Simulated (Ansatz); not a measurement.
Base system: Mg3SnO in the anti-perovskite structure (space group Pm-3m, No. 221; a = 4.391 Å; a hypothetical phase, not in the database extracts checked).

(Cell as relaxed with PBE.)

Levels (all Ansatz, a quantum-chemistry and plane-wave program, PAW): PBE (420 eV, no spin-orbit coupling); PBEsol (420 eV, without spin-orbit coupling).

Each level relaxes its own structure.

```
quantity                  PBE    PBEsol
-------------------  --------  --------
volume per atom      16.93 Å³  16.43 Å³
lattice parameter a   4.391 Å   4.347 Å
band gap                 zero      zero
```

PBE's volume per atom lies 0.50 Å³ above PBEsol's (3.1 %); PBE's lattice parameter a lies 0.044 Å above PBEsol's (1.0 %); the two agree on the band gap. Neither level is exact; PBEsol is the comparison here, not a measurement.

No phonon test of stability was made. All final runs are without spin polarisation. The zero or small gap of Mg3SnO can change with the level of theory.
